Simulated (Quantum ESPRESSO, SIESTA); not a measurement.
A Quantum ESPRESSO input for a self-consistent single point of Ca (Fm-3m, 1 atom in the cell) (DFT, PBE, plane waves, GBRV 1.5 ultrasoft (PBE) pseudopotentials):

```fortran
&control
    calculation = 'scf'
    prefix = 'run'
    outdir = './work'
    pseudo_dir = './'
    tprnfor = .true.
    tstress = .true.
/
&system
    ibrav = 2
    celldm(1) = 10.78210452
    nat = 1
    ntyp = 1
    ecutwfc = 40
    ecutrho = 200
    occupations = 'smearing'
    smearing = 'gauss'
    degauss = 0.019992
/
&electrons
    conv_thr = 1e-8
/
ATOMIC_SPECIES
Ca    40.0780  ca_pbe_v1.uspp.F.UPF
ATOMIC_POSITIONS crystal
Ca    0.00000000    0.00000000    0.00000000
K_POINTS automatic
10 10 10  0 0 0
```

Q: Write the same calculation as an input for SIESTA.

A: This is the input that was run; spellings and numerical settings could be chosen otherwise.

```
# files in the folder: Ca.psml (PseudoDojo PBE standard)
SystemName  Ca
SystemLabel siesta

NumberOfAtoms                1
NumberOfSpecies              1
%block ChemicalSpeciesLabel
  1 20 Ca
%endblock ChemicalSpeciesLabel
LatticeConstant              1.0 Ang
%block LatticeVectors
     0.000000000    2.852822000    2.852822000
     2.852822000    0.000000000    2.852822000
     2.852822000    2.852822000    0.000000000
%endblock LatticeVectors
AtomicCoordinatesFormat      Fractional
%block AtomicCoordinatesAndAtomicSpecies
     0.000000000    0.000000000    0.000000000  1
%endblock AtomicCoordinatesAndAtomicSpecies

XC.functional                GGA
XC.authors                   PBE
PAO.BasisSize                TZP
PAO.EnergyShift              0.005 Ry
MeshCutoff                   400 Ry
%block kgrid.MonkhorstPack
   10   0   0  0.0
    0  10   0  0.0
    0   0  10  0.0
%endblock kgrid.MonkhorstPack
OccupationFunction           MP
OccupationMPOrder            0
ElectronicTemperature        272.0 meV

MaxSCFIterations             150
SCF.Mixer.Method             Pulay
SCF.Mixer.Weight             0.2
SCF.Mixer.History            6
SCF.DM.Tolerance             1.0E-04
Diag.ParallelOverK           true
WriteForces                  true
Charge.Mulliken              end
```

Basis, cutoffs, solver keys and any potentials are the target program's own. This input uses DFT, GGA PBE, numerical atomic orbitals TZP, PseudoDojo PBE standard norm-conserving potentials (rewritten from UPF to PSML). Both were run: pressure -1.43 GPa in Quantum ESPRESSO and 1.75 in SIESTA.

On Quantum ESPRESSO: the starting cell comes from a database of computed structures (which also holds hypothetical and non-ambient phases and stackings), without a prior relaxation at this level. Its lattice was rescaled by a random factor within 2.5 % of one.

On SIESTA: the starting cell comes from a database of computed structures (which also holds hypothetical and non-ambient phases and stackings), without a prior relaxation at this level. Its lattice was rescaled by a random factor within 2.5 % of one. Values carry the incompleteness of an atom-centred basis.
